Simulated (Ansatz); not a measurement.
The parent structure is CdS in the zinc blende structure (space group F-43m, No. 216; a = 5.9267 Å).

The values are results of PBE in Ansatz (plane waves to 420 eV, PAW, no spin-orbit coupling), not measurements.

Before the change:

The band gap is 1.04 eV. The gap character comes out as direct at Γ.

One thing is altered: every lattice vector is shortened by 0.50 %; the atoms relax in the strained cell.

### Question
What happens to the energy relative to the base?

### Answer
The energy increases by 1.0 meV/atom.

### Question
Estimate the effect on the band gap.

### Answer
The band gap increases by 0.03 eV to 1.07 eV.

### Question
Predict the new gap character.

### Answer
The gap character remains direct at Γ.

No phonon test of stability was made.

Ansatz is a program for electronic structure.
